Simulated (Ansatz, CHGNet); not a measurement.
**Lattice constant a of rock-salt TaC: levels of theory against measurement**

Reference value: 4.456 Å (measured, 300 K, not corrected to a static lattice; as tabulated in Wikipedia's data pages).

```
level (code)                   value (Å)  difference (%)
-----------------------------  ---------  --------------
CHGNet 0.3.0                       4.485           +0.65
LDA (Ansatz)                       4.414           -0.94
PBE (Ansatz)                       4.475           +0.43
PBEsol (Ansatz)                    4.440           -0.36
PBEsol+SOC (Ansatz)                4.438           -0.40
RPBE (Ansatz)                      4.495           +0.88
PBE-D3(BJ) (Ansatz)                4.444           -0.27
PBEsol-D3(BJ) (Ansatz)             4.410           -1.03
rVV10 (Ansatz)                     4.502           +1.03
B3LYP (VWN-RPA form) (Ansatz)      4.489           +0.74
HSE06 (Ansatz)                     4.448           -0.18
Hartree–Fock (Ansatz)              4.493           +0.83
```

The reference is not for a static lattice or low temperature, so close values are not ranked against it.

The reference isn't brought to a static lattice, while the calculations are for one, so the differences are not the levels' errors alone. A static lattice is as a rule a little smaller than the measured one.  Density-functional levels without +SOC have no spin–orbit coupling. Cutoffs and k meshes differ between the levels. Ansatz's density-functional and Hartree–Fock values are scalar-relativistic unless marked +SOC, with PAW data made under PBE.

Machine-learned potentials (CHGNet 0.3.0) are trained on DFT data: a solid inside that data is no test of them.

Differences are worked out from the printed values.

Ansatz is a first-principles code.
